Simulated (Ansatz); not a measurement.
Electronic density of states of amorphous Si$_{18}$K$_{12}$O$_{42}$, density 2.20 g/cm³, on a 2×2×2 Γ-centred mesh with a Gaussian width of 0.1 eV; energies count from the Fermi level, whose place inside the gap is arbitrary. Cell and mesh are small, so fine structure isn't converged. All values below come from PBE, scalar-relativistic without spin-orbit coupling (plane waves to 420 eV, PAW; Ansatz, a first-principles code). Sampling: a 2×2×2 Γ-centred mesh; Fermi-Dirac width 0.02 eV; no spin polarisation. At PBE the levels at the filled edge of the gap are localised (band-tail or defect states), and the nearest spread-out levels lie 5.2 eV apart at the zone centre.

It comes from a melt-quench run on a machine-learned potential (CHGNet), relaxed afterwards by DFT. O atoms were pushed apart under 1.9 Å during the dynamics, to hinder bonds among them. The hot cell started wider than the set density and was brought back towards it in steps. It is the lowest in DFT energy of 2 quenches. It is a model cell: composition and starting density were chosen by hand, and all elements were melted together. No dispersion term was used. Its density started from a set value of 2.33 and ended at 2.20 g/cm³. Cooling (nominally 260 K/ps over its main leg) ran many orders faster than in experiment, which tends to leave more defects and strain. One small periodic cell is one sample of the glass; other quenches scatter about these values. Volume and shape were free in the relaxation.

```csv
E - EF (eV),states/(eV atom)
-12.00,0.00
-11.90,0.02
-11.80,0.10
-11.70,0.14
-11.60,0.09
-11.50,0.10
-11.40,0.10
-11.30,0.09
-11.20,0.13
-11.10,0.13
-11.00,0.12
-10.90,0.11
-10.80,0.10
-10.70,0.11
-10.60,0.14
-10.50,0.14
-10.40,0.13
-10.30,0.12
-10.20,0.13
-10.10,0.18
-10.00,0.19
-9.90,0.19
-9.80,0.16
-9.70,0.14
-9.60,0.12
-9.50,0.08
-9.40,0.15
-9.30,0.20
-9.20,0.20
-9.10,0.19
-9.00,0.09
-8.90,0.09
-8.80,0.15
-8.70,0.23
-8.60,0.28
-8.50,0.30
-8.40,0.36
-8.30,0.39
-8.20,0.35
-8.10,0.24
-8.00,0.21
-7.90,0.31
-7.80,0.33
-7.70,0.35
-7.60,0.35
-7.50,0.18
-7.40,0.04
-7.30,0.11
-7.20,0.26
-7.10,0.17
-7.00,0.17
-6.90,0.28
-6.80,0.27
-6.70,0.28
-6.60,0.32
-6.50,0.27
-6.40,0.33
-6.30,0.39
-6.20,0.41
-6.10,0.54
-6.00,0.54
-5.90,0.53
-5.80,0.54
-5.70,0.47
-5.60,0.48
-5.50,0.53
-5.40,0.57
-5.30,0.60
-5.20,0.54
-5.10,0.55
-5.00,0.62
-4.90,0.66
-4.80,0.64
-4.70,0.71
-4.60,0.74
-4.50,0.73
-4.40,0.84
-4.30,0.83
-4.20,0.73
-4.10,0.80
-4.00,0.77
-3.90,0.67
-3.80,0.69
-3.70,0.69
-3.60,0.49
-3.50,0.26
-3.40,0.21
-3.30,0.23
-3.20,0.28
-3.10,0.33
-3.00,0.35
-2.90,0.46
-2.80,0.70
-2.70,0.85
-2.60,1.00
-2.50,0.93
-2.40,0.62
-2.30,0.30
-2.20,0.09
-2.10,0.05
-2.00,0.14
-1.90,0.09
-1.80,0.03
-1.70,0.12
-1.60,0.11
-1.50,0.02
-1.40,0.00
-1.30,0.00
-1.20,0.00
-1.10,0.00
-1.00,0.00
-0.90,0.00
-0.80,0.00
-0.70,0.00
-0.60,0.00
-0.50,0.00
-0.40,0.00
-0.30,0.00
-0.20,0.00
-0.10,0.00
0.00,0.00
0.10,0.00
0.20,0.00
0.30,0.00
0.40,0.00
0.50,0.00
0.60,0.00
0.70,0.00
0.80,0.00
0.90,0.00
1.00,0.00
1.10,0.00
1.20,0.00
1.30,0.00
1.40,0.00
1.50,0.01
1.60,0.02
1.70,0.01
1.80,0.00
1.90,0.00
2.00,0.03
2.10,0.07
2.20,0.07
2.30,0.04
2.40,0.06
2.50,0.10
2.60,0.09
2.70,0.10
2.80,0.08
2.90,0.08
3.00,0.08
3.10,0.07
3.20,0.10
3.30,0.10
3.40,0.11
3.50,0.15
3.60,0.22
3.70,0.24
3.80,0.20
3.90,0.17
4.00,0.20
4.10,0.23
4.20,0.22
4.30,0.23
4.40,0.25
4.50,0.33
4.60,0.42
4.70,0.44
4.80,0.44
4.90,0.49
5.00,0.55
5.10,0.56
5.20,0.52
5.30,0.53
5.40,0.57
5.50,0.58
```

The level gap on this mesh is 3.27 eV; the broadening fills part of it in the curve.
